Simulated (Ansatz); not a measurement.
1T (CdI2-type) CaI2: smallest direct gap on the k points sampled by level of theory

No measured value is used here.

Task: Put these levels in order of the smallest direct gap on the k points sampled that they give for 1T (CdI2-type) CaI2, smallest first: G0W0@PBEsol (Ansatz, a first-principles code), HSE06+SOC (Ansatz), PBE0 (Ansatz), r²SCAN0 (Ansatz).

Result: HSE06+SOC (4.91 eV), PBE0 (5.89 eV), G0W0@PBEsol (5.99 eV), r²SCAN0 (6.29 eV)

At these levels the smallest gap is indirect and lower: HSE06+SOC 4.28, G0W0@PBEsol 5.77, r²SCAN0 5.57, PBE0 5.29 eV. Computed values are for a static lattice. Levels without +SOC have no spin–orbit coupling; where heavier elements are present it shifts gaps, mostly down, and can invert bands.  Values are at the measured cell. Cutoffs differ between the levels. Ansatz's density-functional and Hartree–Fock values are scalar-relativistic unless marked +SOC, with PAW data made under PBE.
